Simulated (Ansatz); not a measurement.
Take MgS in the rock salt structure (space group Fm-3m, No. 225; a = 5.182 Å) as the base.

Calculations: PBEsol/PAW in Ansatz (a program for electronic structure), without spin-orbit coupling.

One change was made to it. Results:

```json
[
 {"quantity": "density", "base": "2.69 g/cm³", "after": "3.58 g/cm³"},
 {"quantity": "shortest interatomic distance", "base": "2.591 Å", "after": "2.107 Å"}
]
```

Question: Which change produced these results?
A. S → O
B. Mg → Ca
C. S → C

Answer: A, S → O. For comparison, the density in the other runs: Mg → Ca gives 2.68 g/cm³; S → C gives 2.51 g/cm³.

Stability against distortions was not tested. As relaxed here, MgC is a hypothetical phase, not in the database extracts checked. The final runs are not spin-polarised.
